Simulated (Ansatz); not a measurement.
**Hypothetical diamond Sc under a change: biaxial strain −1.35 %, plane normal [001], relaxed out of plane**

The parent structure is Sc in the diamond structure (space group Fd-3m, No. 227; a = 6.293 Å; a hypothetical phase, not in the database extracts checked; relaxed with 0.1 eV smearing). Axes: x, y, z lie along the cube axes.

Modification: biaxial strain −1.35 %, plane normal [001], relaxed out of plane (Cartesian); in-plane vectors clamped, the third vector and the atoms free.

All numbers come from Kohn–Sham DFT with the PBEsol functional, run in Ansatz (a quantum-chemistry and plane-wave program) with PAW and 420 eV plane waves, no SOC. Γ-centred 16×16×16 mesh, Fermi–Dirac width 0.1 eV.

```json
[
 {"quantity": "space group", "base": "Fd-3m (No. 227)", "changed": "I4_1/amd (No. 141)", "shift": "–"},
 {"quantity": "shortest interatomic distance", "base": "2.725 Å", "changed": "3.203 Å", "shift": "+0.478 Å"},
 {"quantity": "energy relative to the base (free energy F)", "base": "0 meV/atom", "changed": "-0.250 eV/atom", "shift": "-0.250 eV/atom"},
 {"quantity": "band gap", "base": "zero", "changed": "zero", "shift": "–"},
 {"quantity": "out-of-plane strain", "base": "–", "changed": "+48.28 %", "shift": "–"},
 {"quantity": "ratio −ε⊥/ε∥", "base": "–", "changed": "35.76", "shift": "–"},
 {"quantity": "mean in-plane stress (compression positive)", "base": "–", "changed": "-7.8 GPa", "shift": "–"}
]
```

Final structure (turned so that z lies along the plane normal):

```xyz
2
Lattice="4.3897 0.0000 0.0000 0.0000 4.3897 0.0000 2.1948 -2.1948 4.6656" Properties=species:S:1:pos:R:3 pbc="T T T"
Sc     4.3897     2.1948     2.3328
Sc     0.0000     0.0000     0.0000
```

Stability against distortions was not tested. The final runs are not spin-polarised. Under biaxial strain −1.35 %, plane normal [001], relaxed out of plane the cell ends below the base's energy or with stress of the wrong sign: the atoms slid into a distortion or the cell is elastically unstable, so the base is not a stable minimum at this level. Sc has a high density of states at the Fermi level and may be magnetic at this level.
